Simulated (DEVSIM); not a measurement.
Structure: abrupt Si p-n junction, at 300 K.

```csv
layer (left to right),material,thickness (μm),Nd (cm⁻³),Na (cm⁻³),τn (s),τp (s)
1,Si,0.250,-,6.4e17,0.00051,0.00051
2,Si,6.40,1.5e17,-,0.00051,0.00051
```

Left contact: ohmic. Right contact: ohmic. Voltage is applied to the left contact. Recombination: SRH at mid-gap, radiative. Mobility is μmin + (μ − μmin)/(1 + (N/Nref)^α).

The device is made up for the run: typed textbook-type constants, with dimensions and the other settings drawn at random. Values at 300 K; Nc and Nv go as T^1.5, mobilities as T to minus their exponent, the gap by Varshni's rule with the affinity fixed. The table also holds parameters that only a changed run uses.

```
parameter               Si
----------------  --------
gap (eV)             1.124
affinity (eV)         4.05
permittivity          11.7
Nc (cm⁻³)          2.86e19
Nv (cm⁻³)           3.1e19
μn (cm²/Vs)           1417
μp (cm²/Vs)            470
μn,min                  52
μp,min                  45
Nref,n              9.7e16
Nref,p              2.2e17
αn                    0.68
αp                    0.72
T exponent of μn       2.3
T exponent of μp       2.2
B (cm³/s)          4.7e-15
Cn (cm⁶/s)         2.8e-31
Cp (cm⁶/s)         9.9e-32
Varshni α (eV/K)  0.000473
Varshni β (K)          636
```

Model (solved in DEVSIM): 1D drift-diffusion, Boltzmann statistics, complete ionisation; no tunnelling, impact ionisation, image-force lowering or self-heating.

Base results: dark forward voltage at 1 A/cm² (V) 0.649; potential step across the device at zero bias (V) 0.888; largest field in the device at zero bias (V/cm) 180000; dark forward voltage at 100 A/cm² (V) 0.773.

### Question
What follows from this one change: temperature 300 → 250 K?

### Answer
dark forward voltage at 1 A/cm² 0.649 → 0.748 V; potential step across the device at zero bias 0.888 → 0.951 V; largest field in the device at zero bias little changed (180000 V/cm); dark forward voltage at 100 A/cm² 0.773 → 0.850 V.

### Question
What follows from this one change: doping Nd of layer 2 1.5e+17 → 4.5e+17 cm^-3?

### Answer
dark forward voltage at 1 A/cm² little changed (0.651 V); potential step across the device at zero bias 0.888 → 0.916 V; largest field in the device at zero bias 180000 → 270000 V/cm; dark forward voltage at 100 A/cm² little changed (0.774 V).

### Question
What follows from this one change: thickness of layer 1 0.25 → 0.087 μm?

### Answer
dark forward voltage at 1 A/cm² 0.649 → 0.622 V; potential step across the device at zero bias little changed (0.888 V); largest field in the device at zero bias little changed (180000 V/cm); dark forward voltage at 100 A/cm² 0.773 → 0.746 V.

### Question
What follows from this one change: doping Na of layer 1 6.4e+17 → 6.4e+18 cm^-3?

### Answer
dark forward voltage at 1 A/cm² 0.649 → 0.699 V; potential step across the device at zero bias 0.888 → 0.947 V; largest field in the device at zero bias 180000 → 220000 V/cm; dark forward voltage at 100 A/cm² 0.773 → 0.822 V.

### Question
What follows from this one change: constant mobility in place of the doping-dependent one?

### Answer
dark forward voltage at 1 A/cm² 0.649 → 0.615 V; potential step across the device at zero bias little changed (0.888 V); largest field in the device at zero bias little changed (180000 V/cm); dark forward voltage at 100 A/cm² 0.773 → 0.737 V.
